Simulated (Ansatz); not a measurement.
For GaSb (model structure, started from the WC type, P-6m2, No. 187, 2 atoms in the cell), PBE (plane waves, PAW; Ansatz, a quantum-chemistry and plane-wave program) gives:

| Item | Result |
|---|---|
| lattice parameter a | 4.076 Å |
| c axis length | 3.549 Å |
| formation enthalpy | 0.095 eV/atom |

**Question.** What does r²SCAN (Ansatz, plane waves, PAW) give for the same quantities?

**Answer.** 
- lattice constant a: 4.024 Å (falls by 1.3 %)
- lattice parameter c: 3.522 Å (decreases by 0.8 %)
- formation enthalpy: 0.147 eV/atom (grows by 0.052 eV/atom)

Changes are worked out from the printed values.

Unless a cell is named, each level is at its own relaxed cell (PBE 25.54, r²SCAN 24.69 Å³/atom).

Levels without +SOC leave out spin–orbit coupling, which shifts energies and cells of such heavy elements.

Ansatz's density-functional and Hartree–Fock values are scalar-relativistic unless marked +SOC, with PAW data made under PBE.

A model structure was made by putting elements into a prototype or built by hand; it is no filed structure, need not be a known phase, and can be a saddle point held by its symmetry.
